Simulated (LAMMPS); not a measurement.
MD of CoAl (CsCl type) at zero pressure, 4394 atoms, as a liquid; each row is its own run.

Level of theory: classical MD, pair style eam/alloy, file CoAl.eam.alloy (LAMMPS).

```
T (K)  volume (Å³/atom)
-----  ----------------
1040             13.483
1330             13.923
1520             14.214
1710             14.493
1900             14.775
2090             15.056
2380             15.475
2470             15.613
3040             16.431
```

Question: Fit a straight line, y = a + b x, to these rows (x is the first column, y the second) and predict the run at x = 2660.

Answer: Least squares gives a = 11.967 and b = 0.001474. At x = 2660 the fit predicts 15.887 Å³/atom. The run itself gave 15.882 ± 0.003 Å³/atom, so the fit is 0.031 % high.

Caution (rows 1040; 1330; 1520): this liquid lies under the melting point of about 1660 K that EAM-type CoAl.eam.alloy gives, so it is undercooled.
